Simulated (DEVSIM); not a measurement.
Device: Ru/SiON/n-Si capacitor, at 300 K.

Layer 1 from the left is SiON, thickness (nm) 2.20. Layer 2 from the left is Si, thickness (nm) 2400, Nd (cm⁻³) 5.6e16.

Metal gate on the left, work function 4.7 eV. Fixed charge at the semiconductor interface 0 cm⁻² (in units of +e); no interface traps.

This is a model device: material constants are rounded textbook-type values typed into the input, and sizes, dopings and lifetimes were drawn at random. Values at 300 K.

SiON: gap (eV) 7, affinity (eV) 1.4, permittivity 5.5. Si: gap (eV) 1.124, affinity (eV) 4.05, permittivity 11.7, Nc (cm⁻³) 2.86e19, Nv (cm⁻³) 3.1e19.

Problem. Estimate by hand the flat-band voltage, the threshold voltage, and compare with a numerical solution.

Solution. 
- Flat-band voltage: C = 2.21 μF/cm², work-function difference 0.489 V; VFB = φms − qNf/C = 0.49 V; numerical 0.49 V.
- Threshold voltage: φF = 0.400 V, depletion charge √(4εqNφF) = 1.22e-7 C/cm²; VT = VFB − 2φF − Qd/C = -0.37 V; numerical -0.37 V.

DEVSIM, 1D Poisson equation in equilibrium, Boltzmann statistics, complete ionisation; no quantum confinement or tunnelling. Metal contacts follow the ideal Schottky-Mott rule: no Fermi-level pinning, no interface dipoles.
